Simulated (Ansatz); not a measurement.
**CuAu, response to strain**

The reference is CuAu (space group P4/mmm, No. 123; a = 2.8129 Å, c = 3.5930 Å; relaxed with 0.1 eV smearing). Axes: x, y, z lie along a, b, c of the conventional cell.

Strains are applied to the cell and any free atomic positions relax.

Calculations: Kohn–Sham DFT with the PBEsol functional, run in Ansatz (an electronic-structure program) with PAW and 420 eV plane waves, no spin-orbit coupling.

Notes on the quantities. energy relative to the base: free energy F; pressure: mean of the normal stresses, compression positive.

| change | energy relative to the base | shortest interatomic distance | pressure |
|---|---|---|---|
| base | 0 meV/atom | 2.680 Å | 0.0 GPa |
| tensor shear ε_xz = +0.29 % | +0.1 meV/atom | 2.675 Å | 0.0 GPa |
| tensor shear ε_xz = +1.43 % | +2.6 meV/atom | 2.653 Å | 0.2 GPa |
| tensor shear ε_xz = +1.14 % | +1.6 meV/atom | 2.659 Å | 0.1 GPa |
| tensor shear ε_xz = +0.86 % | (withheld) | (withheld) | 0.1 GPa |
| tensor shear ε_xz = +1.71 % | +3.7 meV/atom | 2.648 Å | 0.2 GPa |
| tensor shear ε_xz = +2.00 % | +5.1 meV/atom | 2.643 Å | 0.3 GPa |
| tensor shear ε_xz = +0.57 % | +0.4 meV/atom | 2.669 Å | 0.0 GPa |

Problem. Some entries are withheld; estimate them.

Solution. 
- tensor shear ε_xz = +0.86 %, energy relative to the base: +0.9 meV/atom
- tensor shear ε_xz = +0.86 %, shortest interatomic distance: 2.664 Å

Stability against distortions was not tested. The final runs are not spin-polarised.
